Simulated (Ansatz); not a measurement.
**Rh: strain along the normal**

Rh (fcc, Fm-3m, 13.238 Å³/atom at rest) under an equal strain ε in the (001) plane with the normal axis free, as in a coherent film. LDA in Ansatz, a plane-wave DFT program (PAW, default set), 420 eV, 30×30×30 Γ-centred mesh, Fermi-Dirac smearing 0.10 eV; ions are relaxed within the symmetry of each cell.

Here s stands for strain and y for normal strain.

| strain (%) | normal strain (%) |
|---|---|
| -3.00 | ? |
| -1.50 | 1.37 |
| -1.00 | 0.91 |
| -0.50 | 0.45 |
| 0.00 | 0.00 |
| 0.50 | -0.45 |
| 1.00 | -0.90 |
| 1.50 | -1.34 |

**Question.** Fit y against s with a straight line, and predict the withheld value at s = -3.00.

**Answer.** Means: s 0, y 0.006. About the means, the sum of products is -6.3250 and the sum of squares of s is 7.0000; the slope is their ratio. Least squares gives y = 0.006 - 0.9036·s. Residuals (row less fit): 0.009, 0.000, -0.008, -0.006, -0.004, -0.002, 0.009; standard error 0.008 (degrees of freedom: 5). The slope, -0.90 ± 0.00, is the elastic response of the normal axis, −2C12/C11 for this plane. At the withheld row, y = 0.006 - 0.9036 × (-3.0) = 2.717%. The calculation gives 2.81%, 0.093% above the prediction (2.2 % of the range of y in the table). The row lies outside the fitted rows, so this is an extrapolation. From the scatter of the fitted rows alone, a prediction at this place has a standard error of 0.012%, so the miss is 7.8 times that.

One order more, fitted to all 13 runs of the series, follows each within 0.01, so the miss is the next term of a smooth law. In a metal these values are sensitive to mesh and smearing; energies are taken to zero smearing, stresses follow the free energy. Rows are the converged runs of the series near zero and its far end; series whose fitted rows scatter by over a few per cent of the range, as at a crossing or softening among them, aren't shown in this form. Most that stay on the fit to the last digits aren't either.
